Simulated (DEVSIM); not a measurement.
Device: abrupt InP p-n junction, at 300 K.

Layer 1 from the left is InP, thickness (μm) 1.30, Na (cm⁻³) 2e17, τn (s) 1.2e-8, τp (s) 1.2e-8. Layer 2 from the left is InP, thickness (μm) 1.70, Nd (cm⁻³) 5.2e16, τn (s) 1.2e-8, τp (s) 1.2e-8.

Left contact: ohmic. Right contact: ohmic. Voltage is applied to the left contact. Recombination: SRH at mid-gap. Mobility is μmin + (μ − μmin)/(1 + (N/Nref)^α).

This is a model device: material constants are rounded textbook-type values typed into the input, and sizes, dopings and lifetimes were drawn at random. Values at 300 K.

InP: gap (eV) 1.344, affinity (eV) 4.38, permittivity 12.5, Nc (cm⁻³) 5.7e17, Nv (cm⁻³) 1.1e19, μn (cm²/Vs) 5200, μp (cm²/Vs) 170, μn,min 400, μp,min 10, Nref,n 3e17, Nref,p 4.9e17, αn 0.47, αp 0.62.

Simulated with DEVSIM: 1D drift-diffusion, Boltzmann statistics, complete ionisation; no tunnelling, impact ionisation, image-force lowering or self-heating.

Problem. What does the simulation give for the dark forward voltage at 1 A/cm², the largest field in the device at zero bias, the potential step across the device at zero bias?

Solution. dark forward voltage at 1 A/cm² 0.953 V; largest field in the device at zero bias 120000 V/cm; potential step across the device at zero bias 1.179 V.
